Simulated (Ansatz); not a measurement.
Consider a (7,7) blue phosphorus nanotube.

Levels: PBE (plane waves to 420 eV, PAW; Ansatz, a first-principles code); r2SCAN (plane waves to 500 eV, PAW; Ansatz); Ansatz with HSE06. Unmarked values and the geometry are of the first. Mesh 1×1×10. No spin polarisation. Periodic along z alone, with about 11 Å of vacuum beside it. A hypothetical model, rolled from the flat sheet. Symmetry and one short period hold its shape; lower forms weren't sought. HSE06 ran on a 1×1×6 mesh and at PBE's edge points. Buckling under compression is shut out by symmetry and the short period.

### Question
Predict its relaxed size, energy and electronic structure.

### Answer
| Item | Value |
|---|---|
| period along the axis (28 atoms) | 3.287 Å |
| mean diameter | 12.77 Å |
| radii of the innermost and outermost atoms | 5.76 and 7.01 Å |
| energy over the flat sheet | +43 meV/atom |
| PBE gap | 1.86 eV, indirect, from k = 0.125 × 2π/c to Γ |
| electron mass along the axis (PBE) | 0.14 mₑ |
| hole mass along the axis (PBE) | 1.7 mₑ |
| valence and conduction edges under the vacuum level (PBE) | 5.84 and 3.98 eV |
| r2SCAN gap at this geometry | 2.14 eV |
| HSE06 gap at this geometry | 2.64 eV |
| axial stiffness dF/dε | 275 nN |
